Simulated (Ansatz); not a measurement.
The reference is SrCl2 in the fluorite structure (space group Fm-3m, No. 225).

```
SrCl2
1.0
    0.00000     3.45392     3.45392
    3.45392     0.00000     3.45392
    3.45392     3.45392     0.00000
Sr Cl
1 2
Cartesian
  0.00000   0.00000   0.00000
  1.72696   1.72696   1.72696
  5.18088   5.18088   5.18088
```

Cartesian axes are those of the cell as printed.

Method: Kohn–Sham DFT with the PBEsol functional, run in Ansatz (a quantum-chemistry and plane-wave program) with PAW and 420 eV plane waves, spin-orbit coupling left out.

Base values:

| Item | Value |
|---|---|
| Band gap | 5.25 eV |
| Electron mass | 0.37 mₑ (at Γ) |

Modification: the cell is compressed by 1.50 % along z with no lateral relaxation, atoms relaxed at fixed cell.

### Question
Predict the new energy relative to the base, band gap and electron mass.

### Answer
The energy grows by 1.5 meV/atom; the band gap decreases by 0.02 eV to 5.23 eV; the electron mass changes from 0.37 mₑ (at Γ) to 0.41 mₑ along z, 0.36 mₑ across (at Γ).

The cells carry an imposed strain or load. Masses are band curvatures over ±0.01 Å⁻¹ around the edge. Whether these cells are dynamically stable was not tested.
